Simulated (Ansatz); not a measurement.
We consider SiNF (model structure, Pmn2₁, No. 31, 6 atoms in the cell), described by r²SCAN+rVV10 in Ansatz (PAW).

Run with plane-wave cutoff 560 eV, 12×6×8 k mesh (along the axes of the cell as run), Fermi–Dirac smearing 0.01 eV, scalar-relativistic PAW data made under PBE.

Cell (relaxed at this level):

```cif
data_F2N2Si2
_chemical_formula_sum 'Si2 N2 F2'
_space_group_name_H-M_alt 'P 1'
_space_group_IT_number 1
_cell_length_a 2.89158
_cell_length_b 4.82249
_cell_length_c 4.82864
_cell_angle_alpha 90.000
_cell_angle_beta 90.000
_cell_angle_gamma 90.000
loop_
_space_group_symop_operation_xyz
  'x, y, z'
loop_
_atom_site_label
_atom_site_type_symbol
_atom_site_fract_x
_atom_site_fract_y
_atom_site_fract_z
_atom_site_occupancy
Si1 Si 0.00000 0.38858 0.99197 1
N1 N 0.50000 0.48408 0.82520 1
F1 F 0.00000 0.06007 0.01616 1
Si2 Si 0.50000 0.61142 0.49197 1
N2 N 0.00000 0.51592 0.32520 1
F2 F 0.50000 0.93993 0.51616 1
```

**Question.** Predict the band gap and Γ–Γ gap.

**Answer.** 
band gap: 5.93 eV (direct)
Γ–Γ gap: 6.14 eV

Note: the relaxation could raise the start's symmetry but not lower it, so the cell can be a saddle point.

The computed numbers hold no vibrational or temperature effects.

A model structure was made by putting elements into a prototype or built by hand; it is no filed structure, need not be a known phase, and can be a saddle point held by its symmetry.

Ansatz is an electronic-structure program.
